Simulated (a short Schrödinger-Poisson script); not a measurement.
System: symmetric double-gate stack, SiO2 on p-type Ge(100), at 300 K.

```tsv
layer	material	thickness (nm)	Na (cm⁻³)
1	SiO2	3.5	-
2	Ge	4	3e17
3	SiO2	3.5	-
```

The device is made up for the run: typed textbook-type constants, with dimensions and the other settings drawn at random. SiO2: permittivity 3.9, conduction-band edge (eV) 3.1, gap (eV) 9, electron mass (mₑ) 0.5. Ge: permittivity 16, conduction-band edge (eV) 0, gap (eV) 0.664, Nv at 300 K (cm⁻³) 6e18.

Channel valleys (confinement mass, in-plane density-of-states mass, number): L4 0.12, 0.295, 4. At the gates, both at one voltage, the conduction-band edge of layer 1 lies 3.45 eV − eVg above the Fermi level of the channel. Gaps are held at their typed values at every temperature. Mesh 0.03 nm at interfaces.

From a short Schrödinger-Poisson script (our own, NumPy): 1D Poisson equation in equilibrium, electrons quantum, Hartree (BenDaniel-Duke, 12 states a valley, the channel's in-plane mass for all, wave functions ending at the dielectric), parabolic valleys, classical holes, full ionisation, no traps, pinning or gate leakage.

The same stack at other levels of the model or other numerical settings:

| run | sheet density of all electrons at Vg = 2.55 V (cm⁻²) | sheet density of all electrons at Vg = 0.75 V (cm⁻²) | capacitance of both gates at Vg = 2.55 V (μF/cm²) | rough cost against the base |
|---|---|---|---|---|
| base | 2.23e13 | 2.64e12 | 1.78 | about 1 |
| electrons treated as classical, Boltzmann | 2.58e13 | 4.58e12 | 1.93 | 0.09 |
| electrons treated as classical, Fermi-Dirac | 2.48e13 | 4.46e12 | 1.84 | 0.2 |
| mesh six times as coarse | 2.23e13 | 2.64e12 | 1.78 | 0.4 |
| one subband a valley | 2.23e13 | 2.64e12 | 1.78 | 0.5 |

The classical rows ignore confinement, and Boltzmann statistics overrate the density once the band edge passes the Fermi level.

Only the L valleys are kept; under strong confinement the Δ valleys of Ge fill too.
